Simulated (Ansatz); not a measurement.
A computed series for GaAs: response to strain

Consider GaAs (space group Pa-3, No. 205; a = 6.927 Å; a cell from a computed database, its experimental status unchecked). Axes: x, y, z lie along the cube axes.

Strains are applied to the cell and any free atomic positions relax; under biaxial strain the out-of-plane vector relaxes too.

Computed with PBEsol, PAW, 420 eV (Ansatz, a first-principles code; no spin-orbit coupling).

Notes on the quantities. energy relative to the base: free energy F.

| case | energy relative to the base | space group | shortest interatomic distance |
|---|---|---|---|
| base | 0 meV/atom | Pa-3 (No. 205) | 2.425 Å |
| biaxial strain −0.63 %, plane normal [110], relaxed out of plane | ? | P2_1/c (No. 14) | 2.421 Å |
| isotropic strain +2.50 % | ? | Pa-3 (No. 205) | 2.448 Å |
| uniaxial strain ε_zz = −0.32 % | +0.1 meV/atom | Pbca (No. 61) | 2.423 Å |
| uniaxial strain ε_zz = +2.40 % | ? | Pbca (No. 61) | 2.433 Å |

Problem. Complete the table.

Solution. 
- biaxial strain −0.63 %, plane normal [110], relaxed out of plane, energy relative to the base: +0.8 meV/atom
- isotropic strain +2.50 %, energy relative to the base: +22 meV/atom
- uniaxial strain ε_zz = +2.40 %, energy relative to the base: +4.5 meV/atom

Whether these cells are dynamically stable was not tested. All final runs are without spin polarisation. This is not the structure that GaAs has at room temperature and ambient pressure.
